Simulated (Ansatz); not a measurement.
Given:

```
TiC
1.0
    0.00000     2.12064     2.12064
    2.12064     0.00000     2.12064
    2.12064     2.12064     0.00000
Ti C
1 1
Direct
  0.00000   0.00000   0.00000
  0.50000   0.50000   0.50000
```

No spin polarisation.

All numbers come from r2SCAN (Ansatz, a first-principles code), without spin-orbit coupling. k-mesh 23×23×23 (Γ-centred); smearing 0.1 eV (Fermi–Dirac).

Problem. Predict the band gap.

Solution. Zero.

Problem. What pressure does the calculation give?

Solution. 17.9 GPa.

The cells carry an imposed strain or load. Stability against distortions was not tested. The final runs are not spin-polarised. The cell was made from TiC in the rock salt structure (space group Fm-3m, No. 225) by this change: isotropic strain −2.00 %.
